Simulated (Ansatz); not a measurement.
We consider CaB6-type YB₆, described by r²SCAN-D4 (Ansatz, a program for electronic structure, PAW).

Numerical settings: plane-wave cutoff 560 eV, 14×14×14 k mesh, Fermi–Dirac smearing 0.05 eV, scalar-relativistic PAW data made under PBE.

Cell (relaxed at this level):

YB$_{6}$ is modelled in the cubic space group Pm-3m (No. 221), Pearson symbol cP7. Lattice parameters: a = b = c = 4.0777 Å, α = β = γ = 90.00°. Y on 1a is coordinated by 24 B at 2.995 Å. B on 6f is surrounded by 1 B at 1.621 Å and 4 B at 1.737 Å and 4 Y at 2.995 Å. (Neighbours: up to the widest gap in distance over summed covalent radii, below 1.35, at either atom; cation-cation and far metal-metal contacts left out.)

Q: What does this level give for the bulk modulus B0 and pressure derivative B′ of the bulk modulus?

A: 
- bulk modulus B0: 181 GPa
- pressure derivative B′ of the bulk modulus: 3.6

The run finds no gap.

Note: the relaxation could not lower the start's symmetry, so the cell can be a saddle point above a distorted one.

Static lattice: no zero-point or thermal effects.

The result took roughly 7 core-minutes.
